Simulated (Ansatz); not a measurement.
Start from CdGeAs₂ in the chalcopyrite structure (space group I-42d, No. 122; a = 6.047 Å, c = 11.490 Å).

Calculations: PBE (Ansatz, an electronic-structure program), spin-orbit coupling left out.

For the base:

| Item | Value |
|---|---|
| c/a ratio | 1.900 |
| Lattice parameter a | 604.7 pm |

Perturbation: full substitution As → C, then cell and atoms are relaxed.

Q: How does this affect the c/a ratio?

A: The c/a ratio drops by 0.095 to 1.805.

Q: How does this affect the lattice parameter a?

A: The lattice parameter a drops by 100.07 pm (604.7 pm → 504.7 pm).

Stability against distortions was not tested. As relaxed here, CdGeC2 is a hypothetical phase, not in the database extracts checked. The final runs are not spin-polarised.
